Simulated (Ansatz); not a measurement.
**Ta2O5 (I4/mmm, No. 139, 7 atoms in the cell; start mp-1218001)**

Computed with r²SCAN+SOC (PAW; Ansatz, a quantum-chemistry and plane-wave program).

Settings: plane-wave cutoff 560 eV, 10×10×10 k mesh, Fermi–Dirac smearing 0.01 eV, PAW data made under PBE.

Cell (relaxed with PBEsol):

```cif
data_O10Ta4
_chemical_formula_sum 'Ta4 O10'
_space_group_name_H-M_alt 'I4/mmm'
_space_group_IT_number 139
_space_group_name_Hall '-I 4 2'
_cell_length_a 5.24080
_cell_length_b 5.24080
_cell_length_c 9.58305
_cell_angle_alpha 90.000
_cell_angle_beta 90.000
_cell_angle_gamma 90.000
loop_
_atom_site_label
_atom_site_type_symbol
_atom_site_symmetry_multiplicity
_atom_site_Wyckoff_symbol
_atom_site_fract_x
_atom_site_fract_y
_atom_site_fract_z
_atom_site_occupancy
Ta1 Ta 4 e 0.00000 0.00000 0.19664 1
O1 O 2 a 0.00000 0.00000 0.00000 1
O2 O 8 f 0.25000 0.25000 0.25000 1
```
(The calculation used a cell of 7 atoms; values per cell refer to that cell.)

```yaml
band_gap: 2.05 eV (direct)
```

Note: cell and atoms aren't relaxed at this level (largest force component 0.10 eV/Å, pressure -0.2 GPa).

A start named mp-… is a Materials Project structure, which need not be a measured phase.
